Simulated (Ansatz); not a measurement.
**Effect of tensor shear ε_yz = +1.57 % on BaTiO3**

Consider BaTiO$_{3}$ (space group P4mm, No. 99; a = 3.973 Å, c = 4.112 Å). Axes: x, y, z lie along a, b, c of the conventional cell.

Modification: tensor shear ε_yz = +1.57 % (engineering shear γ = 0.0314), atoms relaxed at fixed cell.

Level of theory: r2SCAN (Ansatz, a quantum-chemistry and plane-wave program, PAW, no spin-orbit coupling), earlier PAW set. Γ-centred 8×8×8 mesh, Fermi–Dirac width 0.05 eV.

The volume per atom is still 12.98 Å³ and the space group becomes Pm (No. 6) (base: P4mm (No. 99)). The shortest interatomic distance goes up by 0.005 Å (1.822 Å → 1.827 Å) and the energy rises by 3.0 meV/atom. The band gap increases by 0.22 eV (2.23 eV → 2.45 eV) and the gap character comes out as indirect, E → Γ. The smallest direct gap rises by 0.22 eV, from 2.70 eV to 2.92 eV and the stress (xx, yy, zz, yz, xz, xy; compression positive) comes out as (0.18, 1.97, 0.24, -3.07, 0.00, 0.00) GPa.

The cells carry an imposed strain or load. Stability against distortions was not tested. All final runs are without spin polarisation. Labels are those of the standard path for the cell's own space group.
